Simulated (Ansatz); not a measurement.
The reference is C (space group R-3, No. 148; a = 6.3180 Å, c = 3.8460 Å (hexagonal axes); a hypothetical phase, not in the database extracts checked).

The values are results of PBEsol/PAW in Ansatz (a first-principles code), scalar-relativistic without spin-orbit coupling, not measurements.

One change was made to it. Results:

| quantity | base | after |
|---|---|---|
| lattice parameter a | 6.318 Å | 6.293 Å |
| band gap | 3.33 eV | 3.32 eV |
| smallest direct gap | 4.71 eV | 4.73 eV |

Question: Which change produced these results?
(A) pressure 10 GPa
(B) pressure −1 GPa
(C) pressure 5 GPa

Answer: C, pressure 5 GPa. For comparison, the lattice parameter a in the other runs: pressure −1 GPa gives 6.323 Å; pressure 10 GPa gives 6.269 Å.

Load acts through the strain it causes; cell and atoms are relaxed under it. No phonon test of stability was made. No other phases were tried under pressure.
